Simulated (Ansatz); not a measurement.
The starting structures come from a database of crystals and need not be the phases stable at ambient conditions.

Tunnelling through a barrier is set by its complex band structure: the current falls as exp(−2κd) with the smallest κ.

```yaml
crystal:
  lattice:
    - [8.10078, 0.00000, 0.00000]
    - [-1.76637, 7.90586, 0.00000]
    - [0.00000, 0.00000, 5.53673]
  atoms:
    - { symbol: Cs, position: [0.32055, 0.67945, 0.75000] }
    - { symbol: Cs, position: [0.67945, 0.32055, 0.25000] }
    - { symbol: Cu, position: [0.84970, 0.84970, 0.00000] }
    - { symbol: Cu, position: [0.15030, 0.15030, 0.00000] }
    - { symbol: Cu, position: [0.15030, 0.15030, 0.50000] }
    - { symbol: Cu, position: [0.84970, 0.84970, 0.50000] }
    - { symbol: Br, position: [0.88220, 0.11780, 0.75000] }
    - { symbol: Br, position: [0.11780, 0.88220, 0.25000] }
    - { symbol: Br, position: [0.84018, 0.60108, 0.75000] }
    - { symbol: Br, position: [0.15982, 0.39892, 0.25000] }
    - { symbol: Br, position: [0.60108, 0.84018, 0.25000] }
    - { symbol: Br, position: [0.39892, 0.15982, 0.75000] }
```

Space group of this cell: Cmcm. The cell is taken as given.

Transport runs along the normal of the first two printed cell vectors.

The gap is the functional's own, uncorrected, and κ follows it; spin-orbit coupling is left out. Mid-gap values are interpolated between the computed energies.

Problem. Estimate the band gap and the smallest decay constant κ at mid-gap that Ansatz (a program for electronic structure) with r2SCAN returns for this system.

Solution. Gap 2.10 eV on a 4×4×6 mesh; κ = 0.253 1/Å, at the zone centre.
